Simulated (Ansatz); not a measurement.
The starting structures come from a database of crystals and need not be the phases stable at ambient conditions.

The decay constant κ of evanescent states in the gap governs leakage through a thin film.

Consider the following.

```xyz
10
Lattice="5.2718 0.0000 0.0000 2.6359 4.5655 0.0000 2.6359 1.5218 4.6999" Properties=species:S:1:pos:R:3 pbc="T T T"
Mg     5.2718     3.0437     0.3266
Mg     5.2718     3.0437     4.3732
Sn     7.9077     4.5655     2.0802
Sn     2.6359     1.5218     2.6197
O      7.1366     2.9049     1.1909
O      3.4070     3.1824     3.5089
O      4.2192     1.4981     1.1909
O      6.3243     4.5893     3.5089
O      4.4595     4.7280     1.1909
O      6.0840     1.3593     3.5089
```

Space group of this cell: R-3. The cell is taken as given; by PBEsol its mean pressure is 0.7 GPa.

Transport runs along the normal of the first two printed cell vectors, the (001) plane of the conventional cell.

The gap is the functional's own. No spin-orbit coupling. Mid-gap values are interpolated on the energy grid.

Task: Estimate the band gap and the smallest decay constant κ at mid-gap that PBEsol (Ansatz, a program for electronic structure) returns for this system.

Result: Gap 2.79 eV on a 8×8×8 mesh; κ = 0.235 1/Å, at the zone centre.
